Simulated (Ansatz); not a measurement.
LiF (model structure, P6₃/mmc, No. 194) was calculated with r²SCAN (Ansatz, a program for electronic structure, PAW).

Input:

Ansatz 0.2 input:
```yaml
crystal:
  lattice:
    - [3.2577462549, -0.0000003034, 0.0]
    - [-1.6288728647, 2.8212911675, 0.0]
    - [0.0, 0.0, 3.9702867972]
  atoms:
    - { symbol: Li, position: [0.3333333333, 0.6666666667, 0.75] }
    - { symbol: F, position: [0.6666666667, 0.3333333333, 0.75] }
    - { symbol: F, position: [0.3333333333, 0.6666666667, 0.25] }
    - { symbol: Li, position: [0.6666666667, 0.3333333333, 0.25] }
basis:
  ecutwfc: 560
  ecutrho_ratio: 4
  xc_grid: 3
kpoints:
  mp_grid: { grid: [12, 12, 8] }
hamiltonian:
  xc: r2scan
  dispersion: none
  pseudopotentials: { azcp: { folder: ./paw }, kind: paw }
scf:
  occupations: { method: fermi_dirac, width: 0.01 }
output:
  forces: true
  stress: true
  eigenvalues: true
relax:
  f_tol: 0.004
  escape_saddle: false
  max_steps: 80
  cell: { stress_tol: 0.02, fix: [volume] }
```

Output (set-up and result lines):

```
Relaxation: its limit of steps is 80 (relax.max_steps)
Crystal: 4 atoms, lattice volume = 36.491 Å³
Basis set: ecut = 560 eV, 1107 PW (Γ), exchange–correlation on 81×81×96 points (27 copies of the dense FFT grid, shifted against one another)
Bands: 14, of which v1, the nominal top of the filled ones, is band 10 counted from 1 (9 counted from 0)
Symmetry: 24 space group operations
Space group: P63/mmc (ITA 194), of the structure as read, at distance tolerance 3.3e-5 Å
k-points: 95 of 1152
Initial density: superposition of atomic densities (chi_scale 0.1, normalization cell, long waves kept (reshape's long-wave potential 0.00 eV rms))
Functional: x = r2scan, c = r2scan; τ floored in thin density (d = 2e-4 eV/Å³)
SCF iter   1: F=—  HF=-2035.907076 eV  |F-HF|=—  |Δ(HF+E_count)|=         —  Δρ=5.98e-2  dr2=8.62e-1  dr2_τ=6.88e-2
SCF iter   2: F=—  HF=-2036.426164 eV  |F-HF|=—  |Δ(HF+E_count)|=   5.19e-1  Δρ=2.85e-2  dr2=1.89e-1  dr2_τ=7.16e-3
  ...
SCF 1 converged in 8 iterations: F = -2036.571908 eV  dr2 = 3.66e-11
Crystal: 4 atoms, lattice volume = 36.491 Å³
Initial density: handed on by an earlier stage of this run
SCF 2 converged in 2 iterations: F = -2036.571909 eV  dr2 = 1.72e-9
Crystal: 4 atoms, lattice volume = 36.491 Å³
SCF 3 converged in 3 iterations: F = -2036.571911 eV  dr2 = 2.16e-9
Crystal: 4 atoms, lattice volume = 36.491 Å³
SCF iter   3: F=—  HF=-2036.571909 eV  |F-HF|=—  |Δ(HF+E_count)|=  2.55e-10  Δρ=1.06e-6  dr2=2.10e-10  dr2_τ=1.88e-11
SCF iter   4: F=-2036.571909 eV  HF=-2036.571909 eV  |F-HF|=0.00e0  |Δ(HF+E_count)|=  6.05e-11  Δρ=5.63e-8  dr2=5.18e-13  dr2_τ=1.16e-13
SCF 4 converged in 4 iterations: F = -2036.571909 eV  dr2 = 5.18e-13
SCF converged after 4 iterations
Free energy (F): -2036.571909 eV
Internal energy: -2036.571909 eV  (E = F + TS)
E sigma→0 (E₀):  -2036.571909 eV
Fermi energy:    3.804279 eV
--- Stress (GPa, compression-positive) ---
        1.338948       0.000000       0.000000
        0.000000       1.338948       0.000000
        0.000000       0.000000       1.340098
  P = ⅓ Tr σ = 1.3393 GPa (13.393 kbar)
```

The cell is one volume of an energy–volume scan, off the minimum.

The PAW data were made under PBE.

Note: the cell keeps the symmetry of its start, so it can be a saddle point.

A model structure was made by putting elements into a prototype or built by hand; it is no filed structure, need not be a known phase, and can be a saddle point held by its symmetry.
